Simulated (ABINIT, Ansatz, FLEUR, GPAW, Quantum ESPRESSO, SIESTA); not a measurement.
## Code comparison for AlN (F-43m, 2 atoms in the cell)

Self-consistent single point.

```
CELL_PARAMETERS angstrom
      0.00000     2.17460     2.17460
      2.17460     0.00000     2.17460
      2.17460     2.17460     0.00000
ATOMIC_POSITIONS crystal
  Al 0.00000 0.00000 0.00000
  N  0.75000 0.75000 0.75000
```

Shared settings, as Ansatz (a first-principles code) writes them: kpoints.mp_grid.grid = 2 2 2; scf.occupations.method = fixed. Potentials and cutoffs stand in the table.

```csv
code,model,pressure (GPa),gap on the mesh (eV),cutoff
Quantum ESPRESSO,"PBE, SSSP 1.1.2 efficiency (PBE) pseudopotentials",12.74,2.891,45 Ry
FLEUR,"PBE, all-electron FLAPW (FLEUR), scalar-relativistic valence",–,2.905,Kmax 4.5 1/bohr
GPAW,"PBE, GPAW PAW datasets PBE (gpaw-data 1.0.1)",–,2.879,950 eV
Ansatz,"PBE, default PAW files",11.75,2.899,420 eV
ABINIT,"PBE, norm-conserving pseudopotentials (PseudoDojo nc-sr-05 PBE standard)",11.97,2.898,1143 eV
SIESTA,"GGA PBE, numerical atomic orbitals DZP, PseudoDojo PBE standard norm-conserving potentials (rewritten from UPF to PSML)",12.16,2.858,grid 350 Ry
```

A dash marks a value that a program does not give, or that is left out as unsure.

Gaps are read on the mesh.

The spread over the programs that give each value: pressure within 0.99 GPa; gap on the mesh within 0.047 eV.

SIESTA uses small atom-centred bases, whose incompleteness enters pressures, forces and empty levels differently from a plane-wave cutoff. FLEUR treats all electrons, but the usual bases taken here (sphere radii, linearisation, local orbitals, empty states) were not tested for convergence, so the values are no reference for the others. Ansatz's pressure is given at a fixed set of plane waves, as the other plane-wave codes print theirs; with its correction for the finite basis it is 12.25 GPa (the shift of 0.50 GPa shows how far the cutoff is from converged). The pressure of GPAW is left out: its cutoff lies under the one at which its stress was checked.

On the base mesh (9 9 9) the same programs gave: Ansatz pressure 7.16 GPa, gap on the mesh 3.519 eV; Quantum ESPRESSO pressure 7.99 GPa, gap on the mesh 3.512 eV; ABINIT pressure 7.28 GPa, gap on the mesh 3.518 eV; GPAW gap on the mesh 3.501 eV; FLEUR gap on the mesh 3.523 eV; SIESTA pressure 9.43 GPa, gap on the mesh 3.500 eV.

The values differ from the base mesh's, so the mesh still matters here: the table compares the programs at equal settings.

The starting cell comes from a database of computed structures (which also holds hypothetical and non-ambient phases and stackings), without a prior relaxation at this level. Its lattice was rescaled by a random factor within 2.5 % of one.

Left out of this page: CP2K (on another mesh); Elk (not drawn, or without a comparable value).

Keys are those of Ansatz 0.2.
